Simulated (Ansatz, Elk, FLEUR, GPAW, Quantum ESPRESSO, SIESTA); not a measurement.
Code comparison for Sr₂CoCl₂O₂ (I4/mmm, 7 atoms in the cell)

Self-consistent single point.

```yaml
crystal:
  lattice:
    - [-2.04105, 2.04105, 7.70479]
    - [2.04105, -2.04105, 7.70479]
    - [2.04105, 2.04105, -7.70479]
  atoms:
    - { symbol: Sr, position: [0.39250, 0.39250, 0.00000] }
    - { symbol: Sr, position: [0.60750, 0.60750, 0.00000] }
    - { symbol: Co, position: [0.00000, 0.00000, 0.00000], spin: 3.0 }
    - { symbol: Cl, position: [0.82020, 0.82020, 0.00000] }
    - { symbol: Cl, position: [0.17980, 0.17980, 0.00000] }
    - { symbol: O, position: [0.00000, 0.50000, 0.50000] }
    - { symbol: O, position: [0.50000, 0.00000, 0.50000] }
```
(The spins are starting values, not results.)

All programs got the same cell, k-point mesh and kind of occupations, and the same starting moments (in Ansatz's words: kpoints.mp_grid.grid = 4 4 4; magnetization.spin_polarized = true; scf.occupations.method = fermi_dirac; scf.occupations.width = 0.05 eV); potentials, basis and cutoffs are each program's usual ones.

```
code                                                                                                                                 model  largest force (eV/Å)  size of the net moment (μB/atom)  k-points           cutoff
----------------  ------------------------------------------------------------------------------------------------------------------------  --------------------  --------------------------------  --------  ---------------
FLEUR                                                     LDA (Vosko-Wilk-Nusair), all-electron FLAPW (FLEUR), scalar-relativistic valence                 0.429                              0.34        13  Kmax 4.6 1/bohr
Ansatz                                                                                                 LDA (PW92), PAW files made with PBE                 0.364                              0.34        13           420 eV
Elk                                                    LDA (PW92), all-electron FP-LAPW, Elk's shipped species files, default APW+lo basis                     –                              0.34        13          default
SIESTA            LDA PW92, numerical atomic orbitals TZP, PseudoDojo LDA standard norm-conserving potentials (rewritten from UPF to PSML)                 0.127                              0.34        44      grid 350 Ry
Quantum ESPRESSO                                                                       LDA (PZ), GBRV 1.5 ultrasoft (LDA) pseudopotentials                 0.342                              0.34        13            50 Ry
GPAW                                                                         LDA (Perdew-Wang 92), GPAW PAW datasets LDA (gpaw-data 1.0.1)                 0.318                              0.34        13           950 eV
```

Size of the force on each atom (eV/Å): Sizes of forces hide their directions.

| code | Sr1 | Sr2 | Co3 | Cl4 | Cl5 | O6 | O7 |
|---|---|---|---|---|---|---|---|
| FLEUR | 0.429 | 0.429 | 0.000 | 0.159 | 0.159 | 0.000 | 0.000 |
| Ansatz | 0.364 | 0.364 | 0.000 | 0.151 | 0.151 | 0.000 | 0.000 |
| SIESTA | 0.083 | 0.083 | 0.000 | 0.127 | 0.127 | 0.000 | 0.000 |
| Quantum ESPRESSO | 0.342 | 0.342 | 0.000 | 0.134 | 0.134 | 0.000 | 0.000 |
| GPAW | 0.318 | 0.318 | 0.000 | 0.137 | 0.137 | 0.000 | 0.000 |

A dash marks a value that a program does not give, or that is left out as unsure.

The spread over the programs that give each value: largest force within 0.302 eV/Å; size of the net moment within 0.00 μB/atom.

The starting cell comes from a database of computed structures (which also holds hypothetical and non-ambient phases and stackings), without a prior relaxation at this level. Its lattice was rescaled by a random factor within 2.5 % of one. On Ansatz's run: With one magnetic atom in the cell only a parallel order is possible. In the base run, with a pressure of about -9 GPa the cell is away from its equilibrium volume at this level. Without a gap this mesh is coarse (it stands for a supercell whose shortest vector is 16 Å).

Why do the programs differ, and what cannot be compared?

Differences of this kind can come from the potentials, where these differ, and from what each basis and cutoff leave unconverged. The valence holds different numbers of electrons (FLEUR 61, Ansatz (a quantum-chemistry and plane-wave program) 63, SIESTA 63, Quantum ESPRESSO 63, GPAW 55). The zero of total energies and Fermi levels follows the potentials and each program's conventions, so they are not compared here. SIESTA uses small atom-centred bases, whose incompleteness enters pressures, forces and empty levels differently from a plane-wave cutoff. FLEUR and Elk treat all electrons, but the usual bases taken here (sphere radii, linearisation, local orbitals, empty states) were not tested for convergence, so the values are no reference for the others. The same LDA comes in different parametrisations, which differ slightly. Site moments depend on each program's spheres or projections; the total moment of the cell does not. The programs reduce the same mesh by symmetry to different extents, which changes the work and not the result. In the force vectors, FLEUR (by 0.087) and SIESTA (by 0.265) lie more than 0.08 eV/Å from the median of the plane-wave programs.

The shared mesh is coarse (it stands for a supercell whose shortest vector is 16 Å), so the values are not converged in it.

Left out of this page: ABINIT (stopped by limits of time or memory).

Keys are those of Ansatz 0.2.
